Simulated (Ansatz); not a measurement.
## The (100) surface of rock-salt TaC, Ru on half the Ta sites of the top plane, c(2x2) (bottom of the slab: a bare face, its two planes held)

Level of theory: PBE (plane waves to 420 eV, PAW; Ansatz, a program for electronic structure).

Model: 24-atom slab, 11.1 Å thick at the start, 9x9x1 mesh, Fermi-Dirac 0.1 eV, dipole correction, 8 atoms held, the rest relaxed; symmetry of the start imposed; no spin, no spin-orbit, no U. It is one candidate, not shown to be the stable structure of the face.

| Property | Value |
|---|---|
| work function of the top face | 4.30 eV |
| energy released by relaxation | 0.37 eV |
| cost | very roughly 9 core-minutes |
